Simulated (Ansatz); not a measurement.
Consider C in the diamond structure (space group Fd-3m, No. 227).

```yaml
crystal:
  lattice:
    - [0.00000, 1.78579, 1.78579]
    - [1.78579, 0.00000, 1.78579]
    - [1.78579, 1.78579, 0.00000]
  atoms:
    - { symbol: C, position: [0.00000, 0.00000, 0.00000] }
    - { symbol: C, position: [0.25000, 0.25000, 0.25000] }
```

Cartesian axes are those of the cell as printed.

The values are results of PBE (Ansatz, a quantum-chemistry and plane-wave program), spin-orbit coupling left out, not measurements.

Now apply this change: an isotropic linear strain of +1.50 %; the atoms relax in the strained cell.

Problem. Predict the stress tensor and what it implies for the stiffness.

Solution. Stress of the strained cell less that of the base (GPa, compression positive):
```
 -17.79    0.00    0.00
   0.00  -17.79    0.00
   0.00    0.00  -17.79
```

Then B = −ΔP/(ΔV/V₀) with ΔV/V₀ = 0.0457 gives secant stiffness values (nonlinear terms included at this strain): B ≈ 390 GPa.

As a check, the harmonic strain energy −½ V₀ Δσ:ε is 14 meV/atom; the computed energy rise is 15 meV/atom.

Whether these cells are dynamically stable was not tested.
